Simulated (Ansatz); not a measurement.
The reference is AlP in the zinc blende structure (space group F-43m, No. 216).

```yaml
crystal:
  lattice:
    - [0.00000, 2.73516, 2.73516]
    - [2.73516, 0.00000, 2.73516]
    - [2.73516, 2.73516, 0.00000]
  atoms:
    - { symbol: P, position: [0.25000, 0.25000, 0.25000] }
    - { symbol: Al, position: [0.00000, 0.00000, 0.00000] }
```

Cartesian axes are those of the cell as printed.

Levels (all Ansatz, an electronic-structure program, PAW, earlier PAW set): PBEsol (420 eV, no SOC); HSE06 (420 eV, spin-orbit coupling left out).

Its gap is 1.45 eV with PBEsol and 2.28 eV with HSE06.

The change: biaxial strain +4.47 %, plane normal [110], relaxed out of plane (Cartesian); in-plane vectors clamped, the third vector and the atoms free.

With PBEsol the gap becomes 1.15 eV.

Problem. If the HSE06 correction stayed the same, what would the HSE06 gap be, and what does the HSE06 run give?

Solution. A rigid correction of +0.83 eV gives 1.98 eV. The HSE06 run gives 1.95 eV, so the two effects roughly add.

A biaxial case was relaxed in a doubled cell and then solved in the primitive one. Single points use the geometry relaxed with PBEsol. HSE06 gaps are upper bounds (no full band path). Stability against distortions was not tested.
